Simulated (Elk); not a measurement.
A self-consistent single point of ZnS (F-43m, 2 atoms in the cell) with Elk.

Level of theory: LDA (PW92), all-electron FP-LAPW, Elk's shipped species files, APW+lo basis with extra local orbitals (Elk).

```xyz
2
Lattice="0.0000 2.6902 2.6902 2.6902 0.0000 2.6902 2.6902 2.6902 0.0000" Properties=species:S:1:pos:R:3 pbc="T T T"
Zn     0.0000     0.0000     0.0000
S      1.3451     1.3451     1.3451
```

Reference input (self-consistent single point, DFT, PBE, all-electron FP-LAPW, Elk's shipped species files, APW+lo basis with extra local orbitals): xctype = 20; rgkmax = 8; stype = 3; swidth = 0.000367493 Ha; ngridk = 11 11 11; tforce = true; gmaxvr = 18 1/bohr; lmaxapw = 10; lmaxo = 8; nxlo = 2; lorbcnd = true; lradstp = 2. This run's input differs from it in these lines:

```diff
@@ -4,3 +4,3 @@
 xctype
-  20
+  3
```

The program printed (abridged):

```
│ Self-consistent loop started │
│ Loop number : 1 │
 total energy                :     -2192.08567839
│ Loop number : 2 │
 total energy                :     -2192.19610305
RMS change in Kohn-Sham potential (target) :   0.1146547706     (  0.1000000000E-05)
Absolute change in total energy (target)   :   0.1104246571     (  0.1000000000E-03)
│ Loop number : 3 │
 total energy                :     -2192.23833767
RMS change in Kohn-Sham potential (target) :   0.1053872052     (  0.1000000000E-05)
Absolute change in total energy (target)   :   0.6984078439E-01 (  0.1000000000E-03)
│ Loop number : 4 │
   [... lines left out ...]
Absolute change in total energy (target)   :   0.5151364971E-03 (  0.1000000000E-03)
│ Loop number : 13 │
 total energy                :     -2191.50864644
RMS change in Kohn-Sham potential (target) :   0.1379080924E-05 (  0.1000000000E-05)
Absolute change in total energy (target)   :   0.1001220076E-03 (  0.1000000000E-03)
│ Loop number : 14 │
 total energy                :     -2191.50862766
RMS change in Kohn-Sham potential (target) :   0.1132710957E-06 (  0.1000000000E-05)
Absolute change in total energy (target)   :   0.6255691460E-05 (  0.1000000000E-03)
Convergence targets achieved

│ Loop number : 15 │

Energies :
 Fermi                       :     0.147835271711
 total energy                :     -2191.50862613

Density of states at Fermi energy :   0.2728696275E-06
 (states/Hartree/unit cell)

Estimated indirect band gap :   0.7037154168E-01
 from k-point      1 to k-point      1
Estimated direct band gap   :   0.7037154168E-01
 at k-point      1

Charges :
 core                        :    22.00000000
 valence                     :    24.00000000
 interstitial                :    3.646525564
 muffin-tins (core leakage)
  species :    1 (Zn)
   atom    1                 :    28.49636590     (  0.3526351327E-03)
  species :    2 (S)
   atom    1                 :    13.85710853     (  0.3098713579E-03)
 total in muffin-tins        :    42.35347444
   [... lines left out ...]
   total force               :     0.00000000    0.00000000    0.00000000
   total magnitude           :     0.00000000
 species :    2 (S)
  atom :    1
   Hellmann-Feynman          :     0.00000000    0.00000000   -0.00000000
   IBS                       :    -0.00000000   -0.00000000    0.00000000
   total force               :    -0.00000000   -0.00000000    0.00000000
   total magnitude           :     0.00000000
```

The run converged in 15 iterations. The count includes the last loop, which Elk runs after its targets are met. Against the reference run the gap on the mesh goes from 2.163 to 1.915 eV.

The starting cell comes from a database of computed structures (which also holds hypothetical and non-ambient phases and stackings), without a prior relaxation at this level. Its lattice was rescaled by a random factor within 2.5 % of one. Values depend on the basis (sphere radii, cutoffs, local orbitals), which need not be converged.
